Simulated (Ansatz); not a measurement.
# Be2C under a change: pressure 45 GPa

Take Be2C (space group Fm-3m, No. 225; a = 4.310 Å) as the base.

It is then changed as follows: a hydrostatic pressure of 45 GPa.

All numbers come from PBEsol/PAW in Ansatz (a quantum-chemistry and plane-wave program), spin-orbit coupling left out, earlier PAW set. k-mesh 13×13×13 (Γ-centred); smearing 0.05 eV (Fermi–Dirac).

The volume per atom falls by 1.01 Å³ to 5.66 Å³ and the shortest interatomic distance shrinks by 0.099 Å, from 1.866 Å to 1.767 Å. The enthalpy H = E + PV relative to the base's energy amounts to +1.72 eV/atom and the band gap rises by 0.07 eV to 1.15 eV. The gap character is still indirect, Γ → X and the smallest direct gap grows by 0.30 eV to 4.42 eV. The width of the top valence band rises by 0.644 eV, from 5.96 eV to 6.61 eV and the electron mass goes from 0.70 mₑ along k, 0.23 mₑ across (at X) to 0.72 mₑ along k, 0.23 mₑ across (at X). The hole mass (degenerate bands, along [100]) becomes 0.24, 0.24, 0.48 mₑ (at Γ) (base: 0.26, 0.26, 0.42 mₑ (at Γ)).

Load acts through the strain it causes; cell and atoms are relaxed under it. Masses are band curvatures over ±0.01 Å⁻¹ around the edge. Along k means along the line from Γ to the band edge. Stability against distortions was not tested. No other phases were tried under pressure.
